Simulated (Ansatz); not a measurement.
## GaN under a change: N → P

Consider GaN in the rock salt structure (space group Fm-3m, No. 225; a = 4.219 Å).

Perturbation: P takes the place of N on all its sites, then cell and atoms are relaxed.

Computed with PBEsol (Ansatz, an electronic-structure program), spin-orbit coupling left out. k-mesh 16×16×16 (Γ-centred); smearing 0.05 eV (Fermi–Dirac), for the changed cell.

```csv
quantity,base,changed,shift
volume per atom,9.39 Å³,16.48 Å³,+7.09 Å³
density,7.40 g/cm³,5.07 g/cm³,-2.33 g/cm³
lattice parameter a,4.219 Å,5.089 Å,+0.870 Å
space group,Fm-3m (No. 225),Fm-3m (No. 225),–
shortest interatomic distance,2.110 Å,2.545 Å,+0.435 Å
band gap,0.54 eV,zero,–
```

Stability against distortions was not tested. As relaxed here, GaP is a hypothetical phase, not in the database extracts checked. All final runs are without spin polarisation. This is not the structure that GaN has at room temperature and ambient pressure.
